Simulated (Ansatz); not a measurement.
Start from TiN in the rock salt structure (space group Fm-3m, No. 225; a = 4.234 Å; relaxed with 0.1 eV smearing). Axes: x, y, z lie along the cube axes.

Computed with r2SCAN in Ansatz (plane waves to 500 eV, PAW, no spin-orbit coupling), earlier PAW set.

Modification: tensile biaxial strain of 0.93 % in the plane normal to [110], as in epitaxy on a mismatched substrate; the out-of-plane cell vector and the atoms relax.

What does the calculation give for the ratio −ε⊥/ε∥ and energy relative to the base after the change?

The ratio −ε⊥/ε∥ amounts to 0.58; the energy rises by 3.1 meV/atom.

A biaxial case was relaxed in a doubled cell and then solved in the primitive one. Stability against distortions was not tested. All final runs are without spin polarisation. An odd electron count without spin: TiN.

Ansatz is a program for electronic structure.
